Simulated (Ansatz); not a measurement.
Functionals compared on the (11-20) surface of wurtzite CdSe in its 1x1 cell (cut with top plane 2 Cd + 2 Se, bottom plane 2 Cd + 2 Se), outermost plane spacing 2.19 Å in the ideal cut, in Ansatz (plane waves, PAW). The structure was relaxed with PBE; the other rows are single points on it, each with its references at the same level. Cutoff 420 eV (500 eV for r2SCAN).

Slab: 24 atoms, Cd12Se12, 11.0 Å thick at the start; k 4x4x1, smearing 0.025 eV, dipole-corrected; all atoms relaxed; symmetry of the start imposed; no spin, no spin-orbit, no U. These notes are the PBE run's.

```csv
functional,surface energy (J/m²),rough cost of the single point
PBE,0.23,–
LDA,0.37,about 10 core-minutes (a rough figure)
PBEsol,0.29,roughly 9 core-minutes
RPBE,0.15,roughly 9 core-minutes
r2SCAN,___,roughly 18 core-minutes
```

### Question
Fill in the missing entries.

### Answer

- r2SCAN, surface energy (J/m²): 0.32

Ansatz is a first-principles code.
